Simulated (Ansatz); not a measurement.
# Cu₂Sb (P4/nmm, No. 129): bulk modulus B0 by level of theory

No measured value is used here.

```
level (code)     value (GPa)  cell (Å³/atom)
---------------  -----------  --------------
LDA (Ansatz)             ___           15.28
PBEsol (Ansatz)          108           15.77
r²SCAN (Ansatz)          101           16.15
```

Task: Fill in the missing entries.

Result: 
- LDA (Ansatz, a first-principles code), value (GPa): 119

LDA, PBEsol, r²SCAN: the bulk modulus is −V dP/dV from two relaxed cells at ±2 % in volume. Each level is taken at its own relaxed cell. Cutoffs differ between the levels. Ansatz's density-functional and Hartree–Fock values are scalar-relativistic unless marked +SOC, with PAW data made under PBE.
